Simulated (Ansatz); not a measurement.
# A self-consistent single point of InSe (Cm, 4 atoms in the cell) with Ansatz

Level of theory: PBEsol, default PAW files made with PBE (plane waves; Ansatz, a first-principles code).

Input:

Ansatz 0.2 input:
```yaml
crystal:
  lattice:
    - [5.85552700, -2.06492300, 0.00000000]
    - [5.85552700, 2.06492300, 0.00000000]
    - [-1.73184800, 0.00000000, 4.79520900]
  atoms:
    - { symbol: In, position_ang: [-0.34143194, -0.00000000, 4.62060105] }
    - { symbol: In, position_ang: [10.32063840, -0.00000000, 0.22460759] }
    - { symbol: Se, position_ang: [3.39755612, -0.00000000, 1.58740599] }
    - { symbol: Se, position_ang: [6.58164988, 0.00000000, 3.20780301] }
basis:
  ecutwfc: 420.0
kpoints:
  mp_grid: { grid: [6, 6, 4] }
hamiltonian:
  xc: pbesol
  pseudopotentials: { kind: paw }
scf:
  occupations: { method: fixed }
output:
  forces: true
  eigenvalues: true
  stress: true
```

Output, abridged:

```
WARN ansatz: RAYON_NUM_THREADS=1 ignored (pool sized by the plan → 1); use --threads N
Pseudopotentials: kind: paw
Pseudopotential: In, paw, valence charge 13
Pseudopotential: Se, paw, valence charge 16
Crystal: 4 atoms, lattice volume = 115.960 Å³
Basis set: ecut = 420 eV, 2265 PW (Γ), exchange–correlation on 90×90×72 points (8 copies of the dense FFT grid, shifted against one another)
Bands: 35, of which v1, the nominal top of the filled ones, is band 29 counted from 1 (28 counted from 0)
Symmetry: 2 space group operations
Space group: Cm (ITA 8), of the structure as read, at distance tolerance 4.9e-5 Å
k-points: 47 of 144 (time reversal used)
PAW frozen core: In, regenerated for the run's functional, and the local potential with it
PAW frozen core: Se, regenerated for the run's functional, and the local potential with it
Initial density: superposition of atomic densities (neutral atoms: chi_scale 0, normalization atom), corrected by the library's trained network
Initial wavefunctions: pseudopotential atomic-orbital guess
Eigensolver: davidson
Functional: x = pbesol(κ = 0.804, μ = 0.12345679012345678), c = pbesol(β = 0.046)
SCF iter   1: F=—  HF=-21901.048088 eV  |F-HF|=—  |Δ(HF+E_count)|=         —  Δρ=3.09e-3  dr2=1.68e-2  ethr=1.77e-3  ⟨swp⟩=5.0  Hψ=5577  notcnv=0  defer=182
all-band conjugate gradients solve this SCF's bands
preconditioner: auto → Resta (q_TF=auto, 2.431 Å⁻¹)
SCF iter   2: F=—  HF=-21901.040270 eV  |F-HF|=—  |Δ(HF+E_count)|=   7.82e-3  Δρ=1.47e-3  dr2=2.48e-3  ethr=2.90e-5  ⟨swp⟩=2.8  Hψ=3272  notcnv=0  defer=188
SCF iter   3: F=—  HF=-21901.039839 eV  |F-HF|=—  |Δ(HF+E_count)|=   4.31e-4  Δρ=3.99e-4  dr2=2.35e-4  ethr=4.27e-6  ⟨swp⟩=2.0  Hψ=2554  notcnv=0  defer=188
SCF iter   4: F=—  HF=-21901.039872 eV  |F-HF|=—  |Δ(HF+E_count)|=   3.30e-5  Δρ=1.89e-4  dr2=4.77e-5  ethr=4.04e-7  ⟨swp⟩=2.0  Hψ=1863  notcnv=0  defer=180
SCF iter   5: F=—  HF=-21901.039927 eV  |F-HF|=—  |Δ(HF+E_count)|=   5.46e-5  Δρ=3.41e-5  dr2=1.95e-6  ethr=8.22e-8  ⟨swp⟩=2.0  Hψ=1939  notcnv=0  defer=79
SCF iter   6: F=—  HF=-21901.039928 eV  |F-HF|=—  |Δ(HF+E_count)|=   1.38e-6  Δρ=1.68e-5  dr2=4.87e-7  ethr=3.36e-9  ⟨swp⟩=2.0  Hψ=2695  notcnv=0  defer=80
SCF iter   7: F=-21901.039928 eV  HF=-21901.039928 eV  |F-HF|=2.01e-8  |Δ(HF+E_count)|=   3.41e-7  Δρ=6.09e-6  dr2=4.40e-8  ethr=1.72e-10  ⟨swp⟩=8.9  Hψ=9881  notcnv=0
SCF 1 converged in 7 iterations: F = -21901.039928 eV  dr2 = 4.40e-8
SCF converged after 7 iterations
Free energy (F): -21901.039928 eV
Harris-Foulkes:  -21901.039928 eV  (|F-HF|=2.01e-8)
Internal energy: -21901.039928 eV  (E = F + TS)
E sigma→0 (E₀):  -21901.039928 eV
Fermi energy:    6.827245 eV
--- Per-component energies (eV) ---
  E_band       = -910.991486
  E_kinetic    = 720.969102
  E_local      = -7815.334481  (includes V_loc(G=0)·N_el)
  E_nonlocal   = -448.315262
  E_hartree    = 3597.874184
  E_xc         = -632.114878
  E_vxc        = -393.927279  (∫ρ·V_xc dr)
  E_paw        = -11903.849120  (= ΣΔE_a)
  E_vpaw       = -170.126141  (= ΣTr[D̂ρ^β])
  E_aug_tail   = -0.001152  (compensation charges beyond the density's cutoff)
  E_ewald      = -5422.757026
  E_core_change = 2.488706  (= ΣΔE_core)
  E_smearing   = -0.000000  (= −TS)
  E_closure    = 0.000000  (closes the sum)
  Σ components = -21901.039928   (vs F -21901.039928, Δ=0.00e0)
--- Forces (eV/Å), atoms counted from 1 ---
  atom   1  In     0.12829562     0.00000000    -0.22415102
  atom   2  In    -0.13570933     0.00000000    -0.01940079
  atom   3  Se     0.07536592     0.00000000     0.05923058
  atom   4  Se    -0.06795639     0.00000000     0.18434239
  max |Σ_I F_I| component: 2.12e-5 eV/Å
--- Stress (GPa, compression-positive) ---
       -2.056445       0.000000       0.246538
        0.000000      -2.020177       0.000000
        0.246538       0.000000      -1.609961
  P = ⅓ Tr σ = -1.8955 GPa (-18.955 kbar)
  The stress holds the Pulay correction. Without it, at fixed plane waves, as pw.x and ABINIT print it: P = -1.9232 GPa
--- Band table (eV; the first three rows and the last of 47) ---
  k-point 0: bands = ["-40.2106", "-40.2097", "-40.1842", "-40.1785", "-40.1694", "-40.1461", "-40.1451", "-40.1254", "-40.1181", "-40.1114", "-7.5594", "-7.4598", "-7.2659", "-7.2350", "-7.1974", "-7.1962", "-7.1533", "-7.1039", "-7.0794", [...]
  k-point 1: bands = ["-40.2106", "-40.2097", "-40.1842", "-40.1785", "-40.1694", "-40.1461", "-40.1451", "-40.1254", "-40.1182", "-40.1114", "-7.5666", "-7.4585", "-7.2670", "-7.2326", "-7.1991", "-7.1970", "-7.1524", "-7.1036", "-7.0785", [...]
  k-point 2: bands = ["-40.2106", "-40.2097", "-40.1842", "-40.1785", "-40.1694", "-40.1461", "-40.1451", "-40.1254", "-40.1182", "-40.1114", "-7.5728", "-7.4576", "-7.2680", "-7.2298", "-7.2018", "-7.1963", "-7.1516", "-7.1032", "-7.0779", [...]
  k-point 46: bands = ["-40.2106", "-40.2097", "-40.1842", "-40.1785", "-40.1694", "-40.1460", "-40.1451", "-40.1254", "-40.1182", "-40.1114", "-7.5384", "-7.4037", "-7.3321", "-7.3036", "-7.2261", "-7.1997", "-7.1585", "-7.1159", "-7.0021", [...]
```

The run converged in 7 iterations.

The starting cell comes from a database of computed structures (which also holds hypothetical and non-ambient phases and stackings), without a prior relaxation at this level. Its lattice was rescaled by up to half a per cent. One atom was moved a little off its site on purpose. Ansatz's pressure includes its estimate of the finite-basis (Pulay) stress.
